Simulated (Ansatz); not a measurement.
For HgTe (P3₂21, No. 154, 6 atoms in the cell; start mp-1071269; a measured phase of this formula has another space group), PBEsol (Ansatz, a first-principles code, PAW) gives:

- lattice constant a: 4.514 Å
- c axis length: 10.152 Å

Q: What does r²SCAN-D4 (PAW; Ansatz) give for the same quantities?

A: 
- lattice constant a: 4.596 Å (rises by 1.8 %)
- lattice parameter c: 10.318 Å (grows by 1.6 %)

Changes are worked out from the printed values.

Unless a cell is named, each level is at its own relaxed cell (PBEsol 29.85, r²SCAN-D4 31.46 Å³/atom).

Levels without +SOC leave out spin–orbit coupling, which shifts energies and cells of such heavy elements.

Caveats: the relaxation could not lower the start's symmetry, so the cell can be a saddle point above a distorted one (PBEsol, r²SCAN-D4). Ansatz's density-functional and Hartree–Fock values are scalar-relativistic unless marked +SOC, with PAW data made under PBE.

A start named mp-… is a Materials Project structure, which need not be a measured phase.
